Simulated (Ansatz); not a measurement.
The reference is BeS in the zinc blende structure (space group F-43m, No. 216; a = 4.869 Å). Axes: x, y, z lie along the cube axes.

The change: the cell is stretched by 1.50 % along z with no lateral relaxation; the atoms relax in the strained cell.

Computed with r2SCAN (Ansatz, an electronic-structure program, PAW, scalar-relativistic without spin-orbit coupling).

Give the band edges at the high-symmetry points of the new zone, measured from its valence-band maximum.


| point | valence edge (eV) | conduction edge (eV) |
|---|---|---|
| Γ | 0.00 | 6.21 |
| X | -2.68 | 3.56 |
| P | -3.30 | 6.79 |
| N | -0.98 | 5.93 |
| M | -2.57 | 3.67 |
| S | -2.09 | 4.97 |
| S₀ | -2.09 | 4.97 |
| R | -3.32 | 6.92 |
| G | -3.32 | 6.92 |

The gap is 3.56 eV, indirect, Γ → X.

No phonon test of stability was made. Labels are those of the standard path for the cell's own space group.
